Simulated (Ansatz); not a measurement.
The starting structures come from a database of crystals and need not be the phases stable at ambient conditions.

Tunnelling through a barrier is set by its complex band structure: the current falls as exp(−2κd) with the smallest κ.

Input:

```xyz
4
Lattice="7.6150 0.0000 0.0000 2.5383 7.4508 0.0000 3.8075 0.0000 2.1982" Properties=species:S:1:pos:R:3 pbc="T T T"
Ca     7.6150     5.1697     0.0000
Ca     2.5383     2.2811     0.0000
As     5.0766     3.7254     0.0000
I      0.0000     0.0000     0.0000
```

Space group of this cell: R-3m. The cell is taken as given.

Transport runs along the normal of the first two printed cell vectors, the (110) plane of the conventional cell.

No gap correction and no spin-orbit coupling; mid-gap values are interpolated between computed energies.

**Question.** Give the band gap and the smallest decay constant κ at mid-gap that r2SCAN in Ansatz (an electronic-structure program) yields.

**Answer.** Gap 1.88 eV on a 14×14×14 mesh; κ = 0.195 1/Å, at the zone centre.
